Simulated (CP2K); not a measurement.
Band structure of La₂AsI₂ (P-3m1, 5 atoms in the cell).

```xyz
5
Lattice="4.4768 0.0000 0.0000 -2.2384 3.8770 0.0000 0.0000 0.0000 11.3420" Properties=species:S:1:pos:R:3 pbc="T T T"
La     0.0000     2.5847     1.6793
La     2.2384     1.2923     9.6627
As     0.0000     0.0000     0.0000
I      0.0000     2.5847     7.5405
I      2.2384     1.2923     3.8015
```

Method of the run: LDA (Pade form), GPW, DZVP-MOLOPT-SR-GTH basis, GTH-PADE potentials (GTH_POTENTIALS) run with CP2K.

Settings: CUTOFF = 500 Ry; REL_CUTOFF = 50 Ry; SMEAR/METHOD = FERMI_DIRAC; ELECTRONIC_TEMPERATURE = 1160.45 K; KPOINTS/SCHEME = MONKHORST-PACK 6 6 2; GAMMA_CENTERED = T; XC_FUNCTIONAL = PADE; La/BASIS_SET = DZVP-MOLOPT-SR-GTH-q11; La/POTENTIAL = GTH-PADE-q11; As/BASIS_SET = DZVP-MOLOPT-SR-GTH-q5; As/POTENTIAL = GTH-PADE-q5; I/BASIS_SET = DZVP-MOLOPT-SR-GTH-q7; I/POTENTIAL = GTH-PADE-q7; METHOD = GPW.

The starting cell comes from a database of computed structures (which also holds hypothetical and non-ambient phases and stackings), without a prior relaxation at this level. Its lattice was rescaled by a random factor within 2.5 % of one. Spin-orbit coupling is off. Values carry the incompleteness of an atom-centred basis.

Levels in eV from the Fermi level, bands 17 to 22:
```
point     17     18     19     20     21    22
-----  -----  -----  -----  -----  -----  ----
Γ      -2.92  -2.03  -1.81  -1.81   0.64  0.64
M      -3.09  -2.63  -2.13  -1.98  -0.76  1.47
K      -3.42  -2.56  -2.56  -2.24   1.00  1.15
A      -2.85  -2.49  -1.84  -1.84   0.65  0.65
L      -3.23  -2.76  -2.18  -1.95  -0.68  1.40
H      -3.46  -2.54  -2.54  -2.24   1.10  1.21
```

Bands cross the Fermi level along this path, so the cell is metallic at this level.

Higher empty bands are left out: an atom-centred basis made for the valence describes them poorly.
